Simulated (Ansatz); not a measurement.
The structure below was relaxed with PBEsol in Ansatz (plane waves to 420 eV, PAW, spin-orbit coupling left out), earlier PAW set.

Space group P6₃/mmc (No. 194); a = 3.159 Å, b = 3.159 Å, c = 5.000 Å, α = 90.00°, β = 90.00°, γ = 120.00°

| atom | site | symmetry | x | y | z |
|---|---|---|---|---|---|
| Hf | 2d | -6m2 | 0.6667 | 0.3333 | 0.2500 |

Q: Write out a cell with all atoms.

A: 
```
Hf
1.0
    3.15898     0.00000     0.00000
   -1.57949     2.73576     0.00000
    0.00000     0.00000     4.99984
Hf
2
Direct
  0.33333   0.66667   0.75000
  0.66667   0.33333   0.25000
```
This is the conventional cell.

Whether these cells are dynamically stable was not tested. All final runs are without spin polarisation. The cell was made from Tb by this change: Tb → Hf.

Ansatz is an electronic-structure program.
